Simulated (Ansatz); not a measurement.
## Cl on the 1x1 (0001) surface of hcp Ru, one in a 2x2 cell, started at the site 'bridge Ru-Ru (span 2.7 Å)'

Level of theory: PBE (plane waves to 420 eV, PAW; Ansatz, a quantum-chemistry and plane-wave program).

Set-up: 17 atoms, 6.3 Å thick at the start under the adsorbate (thin: gaps and levels are the slab's own); mesh 6x6x1; 0.1 eV smearing; dipole correction on; 8 atoms held, the rest relaxed; held to the start's symmetry, so lower structures may exist; no spin, no spin-orbit, no U, no dispersion correction. At the end it is bonded to 3 Ru. In PBE it is, or lies within 0.03 eV of, the lowest of the starts that converged.

The adsorption energy against ½ Cl2(g) is -53.5 kcal/mol and the work function of the top face is 4.82 eV. The change of the work function is -0.18 eV. The change of the step from the bottom to the top vacuum level, against the clean slab is -0.12 eV and the energy released by relaxation is 0.23 eV. The height of the binding atom over the mean of the host atoms within 0.3 Å of the top one comes out as 1.955 Å and the nearest host atoms of the binding atom is Ru at 2.49 Å, Ru at 2.49 Å, Ru at 2.49 Å. The largest move of a host atom comes out as 0.02 Å. The note is the adsorbate left its starting site by 0.8 Å and the cost is very roughly 4 core-minutes.

A negative adsorption energy means that the adsorbate is more stable on the surface than in its reference.
